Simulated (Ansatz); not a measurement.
A one-dimensional Ru body, 11 atoms a period, stretched and compressed along its axis from its relaxed period of 8.812 Å, atoms relaxed at each length.

```xyz
11
Lattice="14.0000 0.0000 0.0000 0.0000 14.0000 0.0000 0.0000 0.0000 8.8115" Properties=species:S:1:pos:R:3 pbc="T T T"
Ru     8.2884     7.0000     0.0000
Ru     6.1104     7.9946     0.8011
Ru     6.7850     5.6973     1.6021
Ru     8.0794     7.7115     2.4032
Ru     5.7096     7.3708     3.2042
Ru     7.5191     5.8029     4.0053
Ru     7.5191     8.1971     4.8063
Ru     5.7096     6.6292     5.6074
Ru     8.0794     6.2885     6.4084
Ru     6.7850     8.3027     7.2095
Ru     6.1104     6.0054     8.0105
```

Level of theory: PBE (plane waves to 420 eV, PAW; Ansatz, an electronic-structure program). Mesh 1×1×8. No spin polarisation, so a magnetic state wasn't tested. Isolated but for its images some 11 Å away. A hypothetical model. Symmetry and one short period hold its shape; lower forms weren't sought. Pairing along the axis, which can open a gap, is among the distortions not tried. Buckling under compression is shut out by symmetry and the short period. Energies are free energies at a Fermi–Dirac width of 0.05 eV, from the unstrained cell.

```
strain (%)  energy (meV a period)  axial force (nN)
----------  ---------------------  ----------------
-3.0                   (withheld)        (withheld)
-1.5                          +24             -0.56
0.0                             0             -0.01
+1.5                          +24             +0.59
+3.0                          +99             +1.21
+6.0                   (withheld)        (withheld)
```

Task: Fill in the missing entries.

Result: 
- +6.0, energy (meV a period): +407
- +6.0, axial force (nN): +2.54
- -3.0, energy (meV a period): +90
- -3.0, axial force (nN): -1.01
